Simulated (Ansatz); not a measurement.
## Input and output of a self-consistent single point for Ca₂Pb (Fm-3m, 3 atoms in the cell) (Ansatz)

Method: LDA (PW92), default PAW files made with PBE (plane waves; Ansatz, a quantum-chemistry and plane-wave program).

Input:

Ansatz 0.2 input:
```yaml
crystal:
  lattice:
    - [0.00000000, 3.82058300, 3.82058300]
    - [3.82058300, 0.00000000, 3.82058300]
    - [3.82058300, 3.82058300, 0.00000000]
  atoms:
    - { symbol: Ca, position: [0.75000000, 0.75000000, 0.75000000] }
    - { symbol: Ca, position: [0.25000000, 0.25000000, 0.25000000] }
    - { symbol: Pb, position: [0.00000000, 0.00000000, 0.00000000] }
basis:
  ecutwfc: 420.0 eV
kpoints:
  mp_grid: { grid: [6, 6, 6] }
hamiltonian:
  xc: lda
  pseudopotentials: { kind: paw }
scf:
  occupations: { method: fixed }
output:
  forces: true
  eigenvalues: true
  stress: true
```

Output (repeated stretches shortened):

```
WARN ansatz: RAYON_NUM_THREADS=1 ignored (pool sized by the plan → 1); use --threads N
Pseudopotentials: kind: paw
Pseudopotential: Ca, paw, valence charge 10
Pseudopotential: Pb, paw, valence charge 14
Crystal: 3 atoms, lattice volume = 111.537 Å³
Basis set: ecut = 420 eV, 2133 PW (Γ)
Bands: 21, of which v1, the nominal top of the filled ones, is band 17 counted from 1 (16 counted from 0)
Symmetry: 48 space group operations
Space group: Fm-3m (ITA 225), of the structure as read, at distance tolerance 4.8e-5 Å
k-points: 16 of 216
PAW frozen core: Ca, regenerated for the run's functional, and the local potential with it
PAW frozen core: Pb, regenerated for the run's functional, and the local potential with it
Initial density: superposition of atomic densities (neutral atoms: chi_scale 0, normalization atom), corrected by the library's trained network
Initial wavefunctions: pseudopotential atomic-orbital guess
Eigensolver: davidson
Functional: x = slater, c = lda
SCF iter   1: F=—  HF=-15149.286773 eV  |F-HF|=—  |Δ(HF+E_count)|=         —  Δρ=4.36e-3  dr2=1.41e-2  ethr=1.77e-3  ⟨swp⟩=4.7  Hψ=1393  notcnv=0  defer=21
all-band conjugate gradients solve this SCF's bands
preconditioner: auto → none
SCF iter   2: F=—  HF=-15149.284847 eV  |F-HF|=—  |Δ(HF+E_count)|=   1.93e-3  Δρ=1.75e-3  dr2=1.73e-3  ethr=4.15e-5  ⟨swp⟩=2.1  Hψ=645  notcnv=0  defer=29
SCF iter   3: F=—  HF=-15149.285040 eV  |F-HF|=—  |Δ(HF+E_count)|=   1.94e-4  Δρ=5.59e-4  dr2=1.96e-4  ethr=5.10e-6  ⟨swp⟩=2.0  Hψ=367  notcnv=0  defer=29
SCF iter   4: F=—  HF=-15149.285063 eV  |F-HF|=—  |Δ(HF+E_count)|=   2.23e-5  Δρ=7.70e-5  dr2=1.58e-5  ethr=5.75e-7  ⟨swp⟩=2.6  Hψ=474  notcnv=0  defer=20
SCF iter   5: F=—  HF=-15149.285055 eV  |F-HF|=—  |Δ(HF+E_count)|=   8.05e-6  Δρ=1.60e-5  dr2=1.22e-7  ethr=4.63e-8  ⟨swp⟩=2.8  Hψ=673  notcnv=0  defer=12
SCF iter   6: F=-15149.285055 eV  HF=-15149.285055 eV  |F-HF|=2.02e-9  |Δ(HF+E_count)|=   2.46e-8  Δρ=3.78e-6  dr2=5.88e-9  ethr=2.94e-10  ⟨swp⟩=9.8  Hψ=1996  notcnv=0
SCF 1 converged in 6 iterations: F = -15149.285055 eV  dr2 = 5.88e-9
SCF converged after 6 iterations
Free energy (F): -15149.285055 eV
Harris-Foulkes:  -15149.285055 eV  (|F-HF|=2.02e-9)
Internal energy: -15149.285055 eV  (E = F + TS)
E sigma→0 (E₀):  -15149.285055 eV
Fermi energy:    5.503070 eV
--- Per-component energies (eV) ---
  E_band       = -410.936229
  E_kinetic    = 845.523882
  E_local      = -3036.358025  (includes V_loc(G=0)·N_el)
  E_nonlocal   = 487.008083
  E_hartree    = 1119.918616
  E_xc         = -487.550743
  E_vxc        = -471.189416  (∫ρ·V_xc dr)
  E_paw        = -11739.073075  (= ΣΔE_a)
  E_vpaw       = -475.759298  (= ΣTr[D̂ρ^β])
  E_aug_tail   = 0.000037  (compensation charges beyond the density's cutoff)
  E_ewald      = -2339.242448
  E_core_change = 0.488618  (= ΣΔE_core)
  E_smearing   = -0.000000  (= −TS)
  E_closure    = -0.000000  (closes the sum)
  Σ components = -15149.285055   (vs F -15149.285055, Δ=0.00e0)
--- Forces (eV/Å), atoms counted from 1 ---
  atom   1  Ca     0.00000000    -0.00000000    -0.00000000
   [... zero for the other atoms too ...]
  max |Σ_I F_I| component: 5.55e-17 eV/Å
--- Stress (GPa, compression-positive) ---
       -2.550216      -0.000000      -0.000000
       -0.000000      -2.550216      -0.000000
        0.000000      -0.000000      -2.550216
  P = ⅓ Tr σ = -2.5502 GPa (-25.502 kbar)
  The stress holds the Pulay correction. Without it, at fixed plane waves, as pw.x and ABINIT print it: P = -2.5559 GPa
--- Band table (eV; the first three rows and the last of 16) ---
  k-point 0: bands = ["-35.2251", "-35.2051", "-16.5013", "-16.5013", "-16.5013", "-16.4208", "-16.4208", "-16.4208", "-9.7451", "-9.7451", "-9.7451", "-9.7134", "-9.7134", "-2.2644", "5.2992", "5.2992", "5.2992", "6.3440", "7.3154", "7.3154", "9.9153"]
  k-point 1: bands = ["-35.2237", "-35.2064", "-16.4960", "-16.4960", "-16.4960", "-16.4281", "-16.4264", "-16.4264", "-9.7476", "-9.7455", "-9.7455", "-9.7130", "-9.7130", "-2.1695", "4.5429", "5.3520", "5.3520", "7.3356", "7.3656", "7.3656", "9.1832"]
  k-point 2: bands = ["-35.2200", "-35.2100", "-16.4825", "-16.4816", "-16.4816", "-16.4453", "-16.4414", "-16.4414", "-9.7527", "-9.7463", "-9.7463", "-9.7123", "-9.7123", "-1.9655", "3.8127", "5.4544", "5.4544", "7.5528", "7.5528", "7.7651", "8.5284"]
  k-point 15: bands = ["-35.2166", "-35.2133", "-16.5227", "-16.5135", "-16.4860", "-16.4380", "-16.4114", "-16.4056", "-9.7555", "-9.7502", "-9.7475", "-9.7125", "-9.7104", "-1.7243", "3.8361", "4.6954", "5.1989", "6.6303", "7.5756", "7.8047", "8.6135"]
```

The run converged in 6 iterations.

The starting cell comes from a database of computed structures (which also holds hypothetical and non-ambient phases and stackings), without a prior relaxation at this level. Its lattice was rescaled by up to half a per cent. Spin-orbit coupling is off. Ansatz's pressure includes its estimate of the finite-basis (Pulay) stress.
